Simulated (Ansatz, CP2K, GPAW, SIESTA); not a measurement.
## One structure in several programs: BaSn3Pd (P1, 5 atoms in the cell)

Self-consistent single point, at a second geometry (atoms moved at random). First geometry:

```yaml
crystal:
  lattice:
    - [-2.46837, 2.46837, 5.63511]
    - [2.46837, -2.46837, 5.63511]
    - [2.46837, 2.46837, -5.63511]
  atoms:
    - { symbol: Ba, position: [0.99999, 0.99999, 0.00000] }
    - { symbol: Sn, position: [0.24954, 0.74954, 0.50000] }
    - { symbol: Sn, position: [0.74954, 0.24954, 0.50000] }
    - { symbol: Sn, position: [0.41256, 0.41256, 0.00000] }
    - { symbol: Pd, position: [0.65038, 0.65038, 0.00000] }
```

Second geometry:
```yaml
crystal:
  lattice:
    - [-2.46837, 2.46837, 5.63511]
    - [2.46837, -2.46837, 5.63511]
    - [2.46837, 2.46837, -5.63511]
  atoms:
    - { symbol: Ba, position: [0.99855, 0.00782, 0.00162] }
    - { symbol: Sn, position: [0.24449, 0.75945, 0.50378] }
    - { symbol: Sn, position: [0.75898, 0.24105, 0.50287] }
    - { symbol: Sn, position: [0.41250, 0.39976, 0.98837] }
    - { symbol: Pd, position: [0.64749, 0.65393, 0.00336] }
```

Shared settings, as Ansatz (an electronic-structure program) writes them: kpoints.mp_grid.grid = 5 5 5; scf.occupations.method = fermi_dirac; scf.occupations.width = 0.05 eV. Potentials and cutoffs stand in the table.

| code | model | ΔF from the first geometry (meV/atom) | pressure (GPa) | largest force (eV/Å) | cutoff |
|---|---|---|---|---|---|
| SIESTA | LDA PW92, numerical atomic orbitals DZP, PseudoDojo LDA standard norm-conserving potentials (rewritten from UPF to PSML) | 9.3 | -0.32 | 0.574 | grid 350 Ry |
| CP2K | LDA (Pade form), GPW, TZVP-MOLOPT-SR-GTH basis, GTH-PADE potentials (GTH_POTENTIALS) | 7.0 | -4.20 | 0.363 | grid 500 Ry |
| Ansatz | LDA (PW92), PAW files made with PBE | 7.6 | -3.83 | 0.397 | 420 eV |
| GPAW | LDA (Perdew-Wang 92), GPAW PAW datasets LDA (gpaw-data 1.0.1) | 7.5 | -3.79 | 0.392 | 600 eV |

Size of the force on each atom (eV/Å): Sizes of forces hide their directions.

```csv
code,Ba1,Sn2,Sn3,Sn4,Pd5
SIESTA,0.277,0.426,0.574,0.462,0.375
CP2K,0.189,0.299,0.328,0.363,0.240
Ansatz,0.176,0.321,0.397,0.342,0.316
GPAW,0.176,0.316,0.392,0.337,0.314
```

On Ansatz's run: spin polarisation is off.

The spread over the programs that give each value: ΔF from the first geometry within 2.3 meV/atom; pressure within 3.88 GPa; largest force within 0.211 eV/Å.

SIESTA and CP2K use small atom-centred bases, whose incompleteness enters pressures, forces and empty levels differently from a plane-wave cutoff. Ansatz's pressure is given at a fixed set of plane waves, as the other plane-wave codes print theirs. In the pressure, SIESTA (by 3.49) lies more than 1 GPa from the median of the plane-wave programs. In the force vectors, SIESTA (by 0.181) and CP2K (by 0.089) lie more than 0.08 eV/Å from the median of the plane-wave programs.

The starting cell comes from a database of computed structures (which also holds hypothetical and non-ambient phases and stackings), without a prior relaxation at this level. For this run, on top of that: atoms moved at random.

Keys are those of Ansatz 0.2.
